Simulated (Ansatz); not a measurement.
```xyz
3
Lattice="0.0000 3.0005 3.0005 3.0005 0.0000 3.0005 3.0005 3.0005 0.0000" Properties=species:S:1:pos:R:3 pbc="T T T"
Al     1.5002     1.5002     1.5002
Al     4.5007     4.5007     4.5007
Au     0.0000     0.0000     0.0000
```

The cell is a database entry relaxed within its symmetry; it need not be the phase found at ambient conditions. The run noted for some of its cells that some bands missed the eigensolver's tolerance. Spin-orbit coupling is not included.

Problem. By how much do the lattice constants and the volume change from 300 K to 450 K (quasi-harmonic lattice dynamics, Ansatz, a program for electronic structure, PBEsol functional, plane-wave PAW), and how far does the bulk modulus soften?

Solution. a by 0.18 %, the volume by 0.53 %; B_T goes from 109 to 105 GPa. No phase change or melting is allowed for: the numbers belong to this structure as given.
